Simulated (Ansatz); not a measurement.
The starting structures come from a database of crystals and need not be the phases stable at ambient conditions.

 Where the default PAW files enter, the runs use the earlier of Ansatz's two default sets.

Inside the gap of an insulator the Bloch states are evanescent, with a wavenumber k + iκ along the transport direction.

```xyz
12
Lattice="7.3189 0.0000 0.0000 -3.6595 6.3384 0.0000 3.6595 2.1128 2.9879" Properties=species:S:1:pos:R:3 pbc="T T T"
Sn     1.8297     3.1692     0.0000
Sn    -1.8297     3.1692     0.0000
Sn     3.6595     0.0000     0.0000
Sn     0.0000     0.0000     0.0000
O      1.8297     6.0333     1.0126
O      5.4892     2.4179     1.9753
O      0.6507     1.7371     1.0126
O     -0.6507     6.7140     1.9753
O      4.8385     4.9063     1.0126
O      2.4804     3.5448     1.9753
O      7.3189     4.2256     2.9380
O      0.0000     4.2256     0.0499
```

Space group of this cell: Pa-3. The cell is taken as given; by r2SCAN its mean pressure is -9.1 GPa.

Transport runs along the normal of the first two printed cell vectors, the (111) plane of the conventional cell.

The gap is the functional's own. No spin-orbit coupling. Mid-gap values are interpolated on the energy grid.

Question: State the band gap and the smallest decay constant κ at mid-gap according to r2SCAN (Ansatz, a quantum-chemistry and plane-wave program).

Answer: Gap 1.12 eV on a 10×10×10 mesh; κ = 0.115 1/Å, at the zone centre.
